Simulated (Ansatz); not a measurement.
Start from Rh in the fcc (Cu type) structure (space group Fm-3m, No. 225; a = 3.800 Å). Axes: x, y, z lie along the cube axes.

All numbers come from r2SCAN, PAW, 500 eV (Ansatz, an electronic-structure program; without spin-orbit coupling).

For the base:

Pressure: 0.0 GPa
Volume per atom: 13.72 Å³

Modification: tensile biaxial strain of 0.69 % in the plane normal to [001], as in epitaxy on a mismatched substrate; the out-of-plane cell vector and the atoms relax.

Question: How does this affect the energy relative to the base, pressure and volume per atom?

Answer: The energy goes up by 1.9 meV/atom; the pressure (mean of the normal stresses, compression positive) goes from zero to -2.1 GPa; the volume per atom grows by 0.106 Å³ (13.72 Å³ → 13.82 Å³).

Without a gap, meshes like the base's 21×21×21 leave anisotropic stresses uncertain by several tenths of a GPa, and small strain energies with them. Stability against distortions was not tested. The final runs are not spin-polarised.
